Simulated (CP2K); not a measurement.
Input and output of a self-consistent single point for CuAgO2 (Pmmm, 4 atoms in the cell) (CP2K).

Level of theory: PBEsol, GPW, DZVP-MOLOPT-SR-GTH basis, GTH-PBE potentials (GTH_POTENTIALS) (CP2K).

The change in words: lattice scaled by 0.98. Reference geometry:
```
CuAgO2
1.0
    2.83362     0.00000     0.00000
    0.00000     3.37435     0.00000
    0.00000     0.00000     5.43715
Cu Ag O
1 1 2
Cartesian
  1.41681   1.68717   2.71857
  0.00000   0.00000   0.00000
  0.00000   1.68717   1.47265
  0.00000   1.68717   3.96449
```

Reference input (self-consistent single point, DFT PBEsol, GPW, DZVP-MOLOPT-SR-GTH basis, GTH-PBE potentials (GTH_POTENTIALS)): CUTOFF = 600 Ry; REL_CUTOFF = 60 Ry; SMEAR/METHOD = FERMI_DIRAC; ELECTRONIC_TEMPERATURE = 1160.45 K; KPOINTS/SCHEME = MONKHORST-PACK 10 9 6; GAMMA_CENTERED = T; XC_FUNCTIONAL = PBE:PBESOL; Cu/BASIS_SET = DZVP-MOLOPT-SR-GTH; Cu/POTENTIAL = GTH-PBE-q11; Ag/BASIS_SET = DZVP-MOLOPT-SR-GTH; Ag/POTENTIAL = GTH-PBE-q11; O/BASIS_SET = DZVP-MOLOPT-SR-GTH. This run's input differs from it in these lines:

```diff
@@ -66,5 +66,5 @@
     &CELL
-      A 2.83362000 0.00000000 0.00000000
-      B 0.00000000 3.37434900 0.00000000
-      C 0.00000000 0.00000000 5.43714500
+      A 2.77694800 0.00000000 0.00000000
+      B 0.00000000 3.30686200 0.00000000
+      C 0.00000000 0.00000000 5.32840200
       PERIODIC XYZ
```

Log, with long lists cut:

```
 SCF WAVEFUNCTION OPTIMIZATION

  Step     Update method      Time    Convergence         Total energy    Change
     1 NoMix/Diag. 0.20E+00      -     1.65837406      -116.8973743343 -1.17E+02
     2 Broy./Diag. 0.20E+00      -     1.55767632      -116.4312346551  4.66E-01
     3 Broy./Diag. 0.20E+00      -     0.75058859      -116.7442015890 -3.13E-01
     4 Broy./Diag. 0.20E+00      -     0.12038987      -117.2069339339 -4.63E-01
     5 Broy./Diag. 0.20E+00      -     0.02167943      -117.0027272060  2.04E-01
     6 Broy./Diag. 0.20E+00      -     0.01807478      -116.7839264162  2.19E-01
   [... 7 lines left out ...]
    14 Broy./Diag. 0.20E+00      -     0.00001031      -116.8442639055  1.74E-05
    15 Broy./Diag. 0.20E+00      -     0.00000659      -116.8442722962 -8.39E-06
    16 Broy./Diag. 0.20E+00      -     0.00000204      -116.8442791485 -6.85E-06
    17 Broy./Diag. 0.20E+00      -     0.00000016      -116.8442773500  1.80E-06
  *** SCF run converged in    17 steps ***

  Overlap energy of the core charge distribution:               0.00000016570298
  Self energy of the core charge distribution:               -207.33846773331450
  Core Hamiltonian energy:                                     65.42855484389501
  Hartree energy:                                              45.26088709398412
  Exchange-correlation energy:                                -20.19303298269926
  Electronic entropic energy:                                  -0.00221873755336
  Fermi energy:                                                 0.19755549823006

  Total energy:                                              -116.84427735000955
  Total energy (extrapolated to T->0):                       -116.84316798123287

   [... lines left out ...]

 STRESS| Analytical stress tensor [bar]
 STRESS|                        x                   y                   z
 STRESS|      x        1.15978616943E+05   7.41232773910E-05   1.87214345662E-05
 STRESS|      y        7.41232773910E-05   3.66970993689E+04   4.97261265244E-03
 STRESS|      z        1.87214345662E-05   4.97261265244E-03   9.15364832172E+04
 STRESS| 1/3 Trace                                             8.14040665099E+04
```

The run converged in 17 iterations. Against the reference run the free energy rises by 15.7 meV/atom, the pressure goes from -1.32 to 8.14 GPa and the largest force goes from 0.221 to 0.575 eV/Å.

The starting cell comes from a database of computed structures (which also holds hypothetical and non-ambient phases and stackings), without a prior relaxation at this level. Its lattice was rescaled by a random factor within 2.5 % of one. For this run, on top of that: lattice scaled by 0.98. Spin polarisation is off, so a magnetic state, if there is one, cannot be reached. Values carry the incompleteness of an atom-centred basis. The potentials were made for another functional than the one used. With a pressure of about 8 GPa the cell is away from its equilibrium volume at this level. The run gives no clean gap (levels at the Fermi energy touch, overlap or are partly filled at this smearing), which alone does not show that the compound is a metal.

Cost on one core of a shared machine: roughly 3 min.
